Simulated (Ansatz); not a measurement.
The reference is MgSe in the rock salt structure (space group Fm-3m, No. 225).

Space group Fm-3m (No. 225); a = b = c = 5.391 Å, α = β = γ = 90.00°

| atom | site | symmetry | x | y | z |
|---|---|---|---|---|---|
| Mg | 4a | m-3m | 0.0000 | 0.0000 | 0.0000 |
| Se | 4b | m-3m | 0.5000 | 0.5000 | 0.5000 |
(The calculation used a cell of 2 atoms; values per cell refer to that cell.)

Calculations: LDA/PAW in Ansatz (a program for electronic structure), no SOC.

Base values:

| Property | Result |
|---|---|
| Gap character | indirect, Γ → X |
| Hole mass | 0.16, 0.75, 0.75 mₑ (at Γ) |
| Electron mass | 0.49 mₑ along k, 0.23 mₑ across (at X) |
| Width of the top valence band | 2.68 eV |

Perturbation: an isotropic linear strain of +3.00 %; the atoms relax in the strained cell.

Predict the new gap character.

The gap character stays indirect, Γ → X.

Estimate the effect on the hole mass.

The hole mass (degenerate bands, along [100]) goes from 0.16, 0.75, 0.75 mₑ (at Γ) to 0.14, 0.83, 0.83 mₑ (at Γ).

Predict the new electron mass.

The electron mass goes from 0.49 mₑ along k, 0.23 mₑ across (at X) to 0.46 mₑ along k, 0.23 mₑ across (at X).

What happens to the width of the top valence band?

The width of the top valence band drops by 0.26 eV (2.68 eV → 2.42 eV).

Effective masses come from finite differences of ±0.01 Å⁻¹. Along k means along the line from Γ to the band edge. Whether these cells are dynamically stable was not tested.
